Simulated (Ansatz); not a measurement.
The structure below was relaxed with Kohn–Sham DFT with the LDA functional, run in Ansatz (an electronic-structure program) with PAW and 420 eV plane waves, no spin-orbit coupling, at pressure 30 GPa.

Space group P6₃/mmc (No. 194); a = 2.860 Å, b = 2.860 Å, c = 4.954 Å, α = 90.00°, β = 90.00°, γ = 120.00°

```csv
atom,site,symmetry,x,y,z
Zr,2c,-6m2,0.3333,0.6667,0.2500
```

Q: Write out a cell with all atoms.

A: 
```xyz
2
Lattice="2.8604 0.0000 0.0000 -1.4302 2.4772 0.0000 0.0000 0.0000 4.9536" Properties=species:S:1:pos:R:3 pbc="T T T"
Zr     1.4302     0.8257     3.7152
Zr     0.0000     1.6514     1.2384
```
This is the conventional cell.

Load acts through the strain it causes; cell and atoms are relaxed under it. Stability against distortions was not tested. All final runs are without spin polarisation. Measured, Zr leaves this structure (for the ω phase) near 3 GPa (temperature not stated; as listed in C. Cazorla, D. Alfè, M. J. Gillan, Physical Review B (2008)). The cell was made from Zr in the hcp (Mg type) structure (space group P6_3/mmc, No. 194) by this change: pressure 30 GPa.
